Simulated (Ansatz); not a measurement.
Base system: SrTiO3 in the cubic perovskite structure (space group Pm-3m, No. 221; a = 3.907 Å).

All numbers come from r2SCAN in Ansatz (plane waves to 500 eV, PAW, no SOC).

One change was made to it. Results:

```tsv
quantity	base	after
smallest direct gap	2.63 eV	2.69 eV
lattice parameter a	3.907 Å	3.860 Å
```

Task: What was done to the base?
(A) pressure −1 GPa
(B) pressure 3 GPa
(C) pressure 0.3 GPa
(D) pressure 7.5 GPa
(E) pressure −2 GPa

Result: D, pressure 7.5 GPa. For comparison, the lattice parameter a in the other runs: pressure −1 GPa gives 3.914 Å; pressure 0.3 GPa gives 3.905 Å; pressure 3 GPa gives 3.887 Å; pressure −2 GPa gives 3.921 Å.

Load acts through the strain it causes; cell and atoms are relaxed under it. No phonon test of stability was made. No other phases were tried under pressure. The final runs are not spin-polarised. Many cubic perovskites are stable only at high temperature; tilts and polar distortions were not tested.

Ansatz is a first-principles code.
